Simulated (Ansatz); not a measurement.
## As: response to strain

The parent structure is As (space group R-3m, No. 166; layered; relaxed with 0.1 eV smearing).

```
As
1.0
    1.87245     1.08106     3.25153
   -1.87245     1.08106     3.25153
    0.00000    -2.16212     3.25153
As
2
Cartesian
  0.00000   0.00000   2.27094
  0.00000   0.00000   7.48365
```

Cartesian axes are those of the cell as printed.

Strains are applied to the cell and any free atomic positions relax; under biaxial strain the out-of-plane vector relaxes too; under stress the whole cell relaxes.

Calculations: Ansatz (an electronic-structure program) PBEsol-D3(BJ), without spin-orbit coupling.

Notes on the quantities. pressure: mean of the normal stresses, compression positive.

```json
[
 {"case": "base", "shortest interatomic distance": "2.518 Å", "pressure": "0.0 GPa", "space group": "R-3m (No. 166)"},
 {"case": "biaxial strain −1.82 %, plane normal [001], relaxed out of plane", "shortest interatomic distance": "…", "pressure": "1.7 GPa", "space group": "R-3m (No. 166)"},
 {"case": "biaxial strain −1.63 %, plane normal [001], relaxed out of plane", "shortest interatomic distance": "2.503 Å", "pressure": "1.6 GPa", "space group": "R-3m (No. 166)"},
 {"case": "biaxial strain +0.30 %, plane normal [001], relaxed out of plane", "shortest interatomic distance": "2.521 Å", "pressure": "-0.3 GPa", "space group": "R-3m (No. 166)"},
 {"case": "biaxial strain +3.63 %, plane normal [001], relaxed out of plane", "shortest interatomic distance": "2.562 Å", "pressure": "-3.9 GPa", "space group": "R-3m (No. 166)"},
 {"case": "isotropic strain +2.88 %", "shortest interatomic distance": "2.555 Å", "pressure": "…", "space group": "R-3m (No. 166)"},
 {"case": "tensor shear ε_yz = −0.56 %", "shortest interatomic distance": "2.517 Å", "pressure": "0.0 GPa", "space group": "C2/m (No. 12)"},
 {"case": "tensor shear ε_xy = −3.47 %", "shortest interatomic distance": "2.483 Å", "pressure": "0.3 GPa", "space group": "P-1 (No. 2)"},
 {"case": "uniaxial stress, 2 GPa compression along x", "shortest interatomic distance": "2.499 Å", "pressure": "–", "space group": "C2/m (No. 12)"},
 {"case": "uniaxial stress, 5 GPa compression along z", "shortest interatomic distance": "2.530 Å", "pressure": "–", "space group": "R-3m (No. 166)"}
]
```

Q: Complete the table.

A: 
- biaxial strain −1.82 %, plane normal [001], relaxed out of plane, shortest interatomic distance: 2.501 Å
- isotropic strain +2.88 %, pressure: -5.1 GPa

Beyond what the load breaks, stability against distortions was not tested.
